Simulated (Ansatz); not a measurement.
An Ansatz (a first-principles code) run: AlRu with a change (biaxial strain −1.50 %, plane normal [001], relaxed out of plane); LDA/PAW in Ansatz, no spin-orbit coupling.

Input:

Ansatz 0.2 input:
```yaml
crystal:
  lattice:
    - [2.910197297, 0, 0]
    - [0, 2.910197297, 0]
    - [0, 0, 2.976673885]
  atoms:
    - { symbol: Al, position: [0.5, 0.5, 0.5] }
    - { symbol: Ru, position: [0, 0, 0] }
basis: { ecutwfc: 420, ecutrho_ratio: 4, xc_grid: 2, fft_grid_basis: typed }
kpoints: { mp_grid: { grid: [19, 19, 19] } }
hamiltonian:
  xc: lda
  dispersion: none
  pseudopotentials: { kind: paw }
scf: { occupations: { method: fermi_dirac, width: 0.1 } }
relax: { f_tol: 0.005, max_steps: 50, cell: { stress_tol: 0.01, fix: [a, b, gamma] } }
output: { forces: true, stress: true }
checkpoint: { write: state.ck, write_every: 1000 }
```

Output (explanatory and most iteration lines left out):

```
Relaxation: its limit of steps is 50 (relax.max_steps)
Pseudopotential: Al, paw, valence charge 3
Pseudopotential: Ru, paw, valence charge 16
Crystal: 2 atoms, lattice volume = 25.210 Å³
Basis set: ecut = 420 eV, 469 PW (Γ), exchange–correlation on 40×40×40 points (8 copies of the dense FFT grid, shifted against one another)
Bands: 14, of which v1, the nominal top of the filled ones, is band 10 counted from 1 (9 counted from 0)
Symmetry: 16 space group operations
Space group: P4/mmm (ITA 123), of the structure as read, at distance tolerance 2.9e-5 Å
k-points: 550 of 6859
Functional: x = slater, c = lda
SCF iter   1: F=—  HF=-6272.475345 eV  |F-HF|=—  |Δ(HF+E_count)|=         —  Δρ=8.59e-3  dr2=1.79e-2  ethr=1.77e-3  ⟨swp⟩=5.0  Hψ=41894  notcnv=0
SCF iter   2: F=—  HF=-6272.473034 eV  |F-HF|=—  |Δ(HF+E_count)|=   2.31e-3  Δρ=5.00e-3  dr2=7.16e-3  ethr=9.41e-5  ⟨swp⟩=1.2  Hψ=12216  notcnv=0
SCF 1 converged in 6 iterations: F = -6272.471383 eV  dr2 = 6.52e-9
relax step   1: F+E_penalty+E_count = -6272.47138348 eV  Δ(F+E_penalty+E_count) = +0.000e0 eV  max|allowed force component| = 1.726e-31 eV/Å  Δτ_max = 0.0000 Å  P = +5.587 GPa  Ω = 25.210 Å³  fix = [a, b, gamma]  reactions: a +7.059, b +7.059 GPa  (6 SCF iters, dr2 threshold 1.00e-7 eV, accepted)
[... steps on the carried basis left out ...]
relax step   3: F+E_penalty+E_count = -6272.47283815 eV  Δ(F+E_penalty+E_count) = -1.832e-5 eV  max|allowed force component| = 8.382e-31 eV/Å  Δτ_max = 0.0000 Å  P = +3.790 GPa  Ω = 25.395 Å³  energy of the carried Pulay correction = -5.718e-5 eV  fix = [a, b, gamma]  reactions: a +5.688, b +5.688 GPa  (6 SCF iters, dr2 threshold 1.46e-7 eV, accepted)
Crystal: 2 atoms, lattice volume = 25.395 Å³
Basis set: ecut = 420 eV, 471 PW (Γ), exchange–correlation on 40×40×48 points (8 copies of the dense FFT grid, shifted against one another)
SCF iter   1: F=—  HF=-6272.472900 eV  |F-HF|=—  |Δ(HF+E_count)|=         —  Δρ=8.52e-6  dr2=1.51e-9  ethr=7.98e-9  ⟨swp⟩=3.0  Hψ=61755  notcnv=0
SCF iter   2: F=—  HF=-6272.472900 eV  |F-HF|=—  |Δ(HF+E_count)|=   5.25e-9  Δρ=4.29e-6  dr2=3.95e-10  ethr=7.96e-12  ⟨swp⟩=2.0  Hψ=12869  notcnv=0
SCF 4 converged in 9 iterations: F = -6272.472900 eV  dr2 = 2.45e-19
SCF converged after 9 iterations
Free energy (F): -6272.472900 eV
Internal energy: -6272.424159 eV  (E = F + TS)
E sigma→0 (E₀):  -6272.448529 eV
Entropy (-TS):   -0.048741 eV (-24.370 meV/atom)
Fermi energy:    16.908471 eV
--- Forces (eV/Å), atoms counted from 1 ---
  atom   1  Al     0.00000000     0.00000000     0.00000000
  atom   2  Ru     0.00000000     0.00000000     0.00000000
--- Stress (GPa, compression-positive) ---
        5.690841       0.000000       0.000000
        0.000000       5.690841       0.000000
        0.000000       0.000000       0.002382
  P = ⅓ Tr σ = 3.7947 GPa (37.947 kbar)
--- Relaxed structure (3 steps of the walk, 3 accepted, 1 SCFs on fresh bases) ---
  cell:  # Å, volume = 25.3953 Å³
    - [2.910197297, 0.0, 0.0]
    - [0.0, 2.910197297, 0.0]
    - [0.0, 0.0, 2.998533721075658]
  atoms:
    - { symbol: Al, position: [0.5, 0.5, 0.5] }
    - { symbol: Ru, position: [-9.306375849797597e-36, 5.877846894512476e-50, 0.0] }
```

Stability against distortions was not tested. The final runs are not spin-polarised. The cell was made from AlRu in the CsCl type structure (space group Pm-3m, No. 221) by this change: biaxial strain −1.50 %, plane normal [001], relaxed out of plane.
